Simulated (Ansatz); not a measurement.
A relaxation of cell and atoms of LuAg4 (I4/m, 5 atoms in the cell) with Ansatz (an electronic-structure program).

Method: PBEsol, default PAW files made with PBE (plane waves; Ansatz).

The change in words: atoms on their sites; relax: default → cell and atoms. Reference geometry:
```yaml
crystal:
  lattice:
    - [-3.31879, 3.31879, 2.07391]
    - [3.31879, -3.31879, 2.07391]
    - [3.31879, 3.31879, -2.07391]
  atoms:
    - { symbol: Lu, position: [0.01205, 0.01205, 0.00000] }
    - { symbol: Ag, position: [0.59819, 0.80284, 0.40103] }
    - { symbol: Ag, position: [0.40181, 0.19716, 0.59897] }
    - { symbol: Ag, position: [0.80284, 0.40181, 0.20465] }
    - { symbol: Ag, position: [0.19716, 0.59819, 0.79535] }
```

Reference input (self-consistent single point, DFT, PBEsol, plane waves, default PAW files made with PBE): basis.ecutwfc = 420 eV; kpoints.mp_grid.grid = 5 5 5; hamiltonian.xc = pbesol; hamiltonian.pseudopotentials = {kind: paw} (the program's default PAW files); scf.occupations.method = gaussian; scf.occupations.width = 0.1 eV. This run's input differs from it in these lines:

```diff
@@ -7,3 +7,3 @@
   atoms:
-    - { symbol: Lu, position: [0.012055, 0.012055, 0.000000] }
+    - { symbol: Lu, position: [0.000000, 0.000000, 0.000000] }
     - { symbol: Ag, position: [0.598190, 0.802840, 0.401030] }
@@ -21,2 +21,4 @@
   occupations: { method: gaussian, width: 0.1 }
+relax:
+  cell: {}
 output:
```

The program printed (abridged):

```
   [... SCF lines of the steps left out ...]
relax step   1: F+E_penalty+E_count = -44701.64962549 eV  Δ(F+E_penalty+E_count) = +0.000e0 eV  max|allowed force component| = 4.307e-2 eV/Å  Δτ_max = 0.0000 Å  P = -1.523 GPa  Ω = 91.371 Å³  (8 SCF iters, dr2 threshold 1.00e-7 eV, accepted)
relax step   2: F+E_penalty+E_count = -44701.64721328 eV  Δ(F+E_penalty+E_count) = +2.412e-3 eV  max|allowed force component| = 1.842e-2 eV/Å  Δτ_max = 0.0100 Å  P = +2.256 GPa  Ω = 88.267 Å³  energy of the carried Pulay correction = +9.304e-4 eV  [...]
   [... lines left out ...]
relax step   6: F+E_penalty+E_count = -44701.65936658 eV  Δ(F+E_penalty+E_count) = +2.228e-6 eV  max|allowed force component| = 1.295e-4 eV/Å  Δτ_max = 0.0004 Å  P = +0.001 GPa  Ω = 90.054 Å³  energy of the carried Pulay correction = +3.910e-4 eV  [...]
relax step   7: F+E_penalty+E_count = -44701.65896979 eV  Δ(F+E_penalty+E_count) = +3.968e-4 eV  max|allowed force component| = 1.175e-4 eV/Å  Δτ_max = 0.0000 Å  P = +0.002 GPa  Ω = 90.054 Å³  stress off target by 2.54e-3 GPa  SCF on the basis [...]
basis re-selected at this cell: Δ(F+E_penalty+E_count) = +3.968e-4 eV, ΔP = +0.001 GPa vs the last step
the relaxation is at rest under the 8 symmetry operations that the run kept from its start: a minimum is not shown …
Free energy (F): -44701.658970 eV
Internal energy: -44701.650077 eV  (E = F + TS)
E sigma→0 (E₀):  -44701.654523 eV
Entropy (-TS):   -0.008893 eV (-1.779 meV/atom)
Fermi energy:    17.712238 eV
--- Forces (eV/Å), atoms counted from 1 ---
  atom   1  Lu    -0.00000000    -0.00000000     0.00000000
   [... lines left out ...]
  cell:  # Å, volume = 90.0537 Å³
   [... lines left out ...]
    - { symbol: Ag, position: [0.596150788523543, 0.8031601827742539, 0.39931097129779664] }
    - { symbol: Ag, position: [0.40384921147645725, 0.19683981722574623, 0.6006890287022033] }
    - { symbol: Ag, position: [0.8031601827742538, 0.40384921147645725, 0.20700939425071102] }
    - { symbol: Ag, position: [0.19683981722574626, 0.5961507885235426, 0.7929906057492889] }
```

The run converged. 

Summary of the result:
| Property | Value |
|---|---|
| Free energy E − TS (on the zero of these files) | -44701.6590 eV |
| Fermi level (on the code's own zero) | 17.71 eV |
| Pressure | 0.00 GPa |
| Final cell | a = 5.0930 Å, b = 5.0930 Å, c = 5.0930 Å, α = 99.66°, β = 99.66°, γ = 131.65° |
| Final volume per atom | 18.01 Å³ |
| Relaxation steps | 7 |

The starting cell comes from a database of computed structures (which also holds hypothetical and non-ambient phases and stackings), without a prior relaxation at this level. Its lattice was rescaled by up to half a per cent. The relaxation keeps the symmetry of its start, so its end need not be a minimum. Ansatz's pressure includes its estimate of the finite-basis (Pulay) stress.

Cost on one core of a shared machine: roughly 60 s.

Keys are those of Ansatz 0.2.
